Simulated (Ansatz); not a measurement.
**InAs (model structure, started from the CsCl type, Pm-3m, No. 221, 2 atoms in the cell)**

Method: r²SCAN (Ansatz, a program for electronic structure, PAW).

Settings: plane-wave cutoff 560 eV, 16×16×16 k mesh, Fermi–Dirac smearing 0.05 eV, scalar-relativistic PAW data made under PBE.

Cell (relaxed at this level):

InAs has the cubic space group Pm-3m (No. 221), the CsCl type structure, Pearson symbol cP2. Lattice parameters: a = b = c = 3.5446 Å, α = β = γ = 90.00°. In on 1a is surrounded by 8 As at 3.070 Å and 6 In at 3.545 Å. As on 1b sees 8 In at 3.070 Å (cubic). (Neighbours: up to the widest gap in distance over summed covalent radii, below 1.35, at either atom; cation-cation and far metal-metal contacts left out.)

band gap: zero (no gap)
bulk modulus B0: 62.4 GPa

Note: the bulk modulus is −V dP/dV from two relaxed cells at ±2 % in volume; the relaxation could raise the start's symmetry but not lower it, so the cell can be a saddle point.

Spin–orbit coupling is not included; it can open a gap where bands touch, and shift volumes and moduli.

Computed values are for the static lattice.

A model structure was made by putting elements into a prototype or built by hand; it is no filed structure, need not be a known phase, and can be a saddle point held by its symmetry.
